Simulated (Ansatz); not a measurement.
The reference is CdS in the wurtzite structure (space group P6_3mc, No. 186; a = 4.197 Å, c = 6.830 Å).

One thing is altered: cell and atoms relaxed at a pressure of 15 GPa.

Levels (all Ansatz, a quantum-chemistry and plane-wave program, PAW, earlier PAW set): PBE (420 eV, no spin-orbit coupling); r2SCAN (500 eV, no spin-orbit coupling); HSE06 (420 eV, scalar-relativistic without spin-orbit coupling); PBE+SOC (420 eV, noncollinear with spin-orbit coupling).

One geometry, relaxed with PBE, under each level:

The valence-band top lists the three highest levels at Γ (Kramers pairs under SOC), from the VBM.

| level | band gap | lowest conduction level above the VBM at special points | valence-band top at Γ | electron mass | hole mass | pressure |
|---|---|---|---|---|---|---|
| PBE | 1.50 eV | Γ 1.50 eV; A 3.13 eV; L 3.46 eV; M 3.86 eV | 0.00, 0.00, -0.10 eV | 0.14 mₑ along c, 0.16 mₑ across (at Γ) | – | 15.00 GPa |
| r2SCAN | ? | ? | – | ? | – | ? |
| HSE06 | 2.55 eV | Γ 2.55 eV; A 4.24 eV; L 4.48 eV | – | – | – | – |
| PBE+SOC | 1.49 eV | Γ 1.49 eV; A 3.12 eV; L 3.44 eV; M 3.85 eV | 0.00, -0.02, -0.11 eV | 0.14 mₑ along c, 0.16 mₑ across (at Γ) | 1.4 mₑ along c, 0.28 mₑ across (at Γ) | 14.92 GPa |

**Question.** Give the withheld r2SCAN results.

**Answer.** 
- r2SCAN, band gap: 1.97 eV
- r2SCAN, lowest conduction level above the VBM at special points: Γ 1.97 eV; A 3.61 eV; L 3.85 eV; M 4.22 eV
- r2SCAN, electron mass: 0.16 mₑ along c, 0.18 mₑ across (at Γ)
- r2SCAN, pressure: 13.82 GPa

Single points use the geometry relaxed with PBE. Their cutoffs differ, which shifts pressures a little. Differences between runs with and without spin-orbit coupling are approximate. Load acts through the strain it causes; cell and atoms are relaxed under it. Masses are band curvatures over ±0.01 Å⁻¹ around the edge. No phonon test of stability was made. Measured, CdS leaves this structure (for rock salt) near 2.54 GPa (temperature not stated; as listed in Datta, Sujoy, Jana, Debnarayan, arXiv (2020)), on rising pressure, with hysteresis.
